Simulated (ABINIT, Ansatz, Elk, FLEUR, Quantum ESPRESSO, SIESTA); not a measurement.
# Code comparison for Ni3Fe (Pm-3m, 4 atoms in the cell)

Self-consistent single point.

```
CELL_PARAMETERS angstrom
      3.58763     0.00000     0.00000
      0.00000     3.58763     0.00000
      0.00000     0.00000     3.58763
ATOMIC_POSITIONS crystal
  Fe 0.00000 0.00000 0.00000
  Ni 0.00000 0.50000 0.50000
  Ni 0.50000 0.00000 0.50000
  Ni 0.50000 0.50000 0.00000
```
Moments meant for the start (each program seeds them in its own way; μB, in the order of the atoms Fe Ni Ni Ni): 3.0 0.5 0.5 0.5.

All programs got the same cell, k-point mesh and kind of occupations, and the same starting moments (in Ansatz's words: kpoints.mp_grid.grid = 7 7 7; magnetization.spin_polarized = true; scf.occupations.method = fermi_dirac; scf.occupations.width = 0.05 eV); potentials, basis and cutoffs are each program's usual ones.

| code | model | pressure (GPa) | size of the net moment (μB/atom) | k-points | cutoff |
|---|---|---|---|---|---|
| SIESTA | GGA PBE, numerical atomic orbitals DZP, PseudoDojo PBE standard norm-conserving potentials (rewritten from UPF to PSML) | -8.07 | 1.26 | 172 | grid 400 Ry |
| Ansatz | PBE, default PAW files | -6.22 | 1.25 | 20 | default |
| Quantum ESPRESSO | PBE, PSlibrary ultrasoft (PBE) pseudopotentials | -6.01 | 1.25 | 20 | 55 Ry |
| FLEUR | PBE, all-electron FLAPW (FLEUR), scalar-relativistic valence | – | 1.24 | 20 | Kmax 3.5 1/bohr |
| Elk | PBE, all-electron FP-LAPW, Elk's shipped species files, LAPW+lo basis | – | 1.25 | 20 | rgkmax 8 |
| ABINIT | PBE, norm-conserving pseudopotentials (PseudoDojo nc-sr-05 PBE standard) | -5.90 | 1.26 | 20 | 49 Ha |

A dash marks a value that a program does not give, or that is left out as unsure.

The spread over the programs that give each value: pressure within 2.17 GPa; size of the net moment within 0.02 μB/atom.

The starting cell has typed, rounded lattice constants, without a prior relaxation at this level. Its lattice was rescaled by a random factor within 2.5 % of one. On Ansatz's run: The magnetic order is the one reached from the typed start; others were not searched systematically. In the base run, with a pressure of about -6 GPa the cell is away from its equilibrium volume at this level.

Problem. Why do the programs differ, and what cannot be compared?

Solution. Differences of this kind can come from the potentials, where these differ, and from what each basis and cutoff leave unconverged. The valence holds different numbers of electrons (SIESTA 70, Ansatz (a first-principles code) 70, Quantum ESPRESSO 38, FLEUR 64, ABINIT 70). The zero of total energies and Fermi levels follows the potentials and each program's conventions, so they are not compared here. SIESTA uses small atom-centred bases, whose incompleteness enters pressures, forces and empty levels differently from a plane-wave cutoff. FLEUR and Elk treat all electrons, but the usual bases taken here (sphere radii, linearisation, local orbitals, empty states) were not tested for convergence, so the values are no reference for the others. Ansatz's pressure is given at a fixed set of plane waves, as the other plane-wave codes print theirs; with its correction for the finite basis it is -6.16 GPa. Site moments depend on each program's spheres or projections; the total moment of the cell does not. The programs reduce the same mesh by symmetry to different extents, which changes the work and not the result. In the pressure, SIESTA (by 2.06) lies more than 1 GPa from the median of the plane-wave programs.

Left out of this page: GPAW (failed or unconverged).

Keys are those of Ansatz 0.2.
